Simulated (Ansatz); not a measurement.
The parent structure is TaS2 in the CdI2 type structure (space group P-3m1, No. 164; a = 3.278 Å, c = 5.588 Å; layered, stacked along the Cartesian z axis; relaxed with 0.1 eV smearing). Axes: x lies along a and z along c of the hexagonal cell.

Calculations: PBEsol-D3(BJ) (Ansatz, a first-principles code; PAW; 420 eV plane waves; no spin-orbit coupling), earlier PAW set.

Base values:

- Shortest interatomic distance = 2.445 Å

It is then changed as follows: tensile biaxial strain of 2.56 % in the plane normal to [001], as in epitaxy on a mismatched substrate; the out-of-plane cell vector and the atoms relax.

Q: Estimate the effect on the out-of-plane strain.

A: The out-of-plane strain amounts to -1.11 %.

Q: Estimate the effect on the shortest interatomic distance.

A: The shortest interatomic distance rises by 0.014 Å to 2.459 Å.

Q: What does the calculation give for the in-plane stress after the change?

A: The mean in-plane stress (compression positive) comes out as -5.3 GPa.

Stability against distortions was not tested. The final runs are not spin-polarised. An odd electron count without spin: TaS2.
